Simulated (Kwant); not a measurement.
System: π system c1ccc2ccccc2c1 between two chain leads. The π system is taken as planar. Atoms are numbered from 0 in the order of the SMILES. Site energies (eV, carbon 0): [0.0, 0.0, 0.0, 0.0, 0.0, 0.0, 0.0, 0.0, 0.0, 0.0]. Bonds (i, j, β in eV): (0,1,-3) (1,2,-3) (2,3,-3) (3,4,-3) (4,5,-3) (5,6,-3) (6,7,-3) (7,8,-3) (8,9,-3) (9,0,-3) (8,3,-3). Leads: chains of hopping −4.5 eV, joined by −1.5 eV to atoms 0 and 9.

Site energies and bond integrals are typed Hückel values.

Model: Hückel tight-binding model, one pz orbital an atom, one spin, coherent transport at 0 K (Kwant). Conductance is in e²/h.

Sweep values stay those of the base run.

Base results: mean G (e²/h) over the sweep 0.11; transmission at E = 0 0.048.

What follows from this one change: contacts moved from atoms [0, 9] to [2, 7]?

mean G over the sweep 0.11 → 0.22 e²/h; transmission at E = 0 0.048 → 0.012.

What follows from this one change: contacts moved from atoms [0, 9] to [0, 4]?

mean G over the sweep 0.11 → 0.099 e²/h; transmission at E = 0 0.048 → < 1e-12.

What follows from this one change: contacts moved from atoms [0, 9] to [0, 6]?

mean G over the sweep 0.11 → 0.18 e²/h; transmission at E = 0 0.048 → < 1e-12.
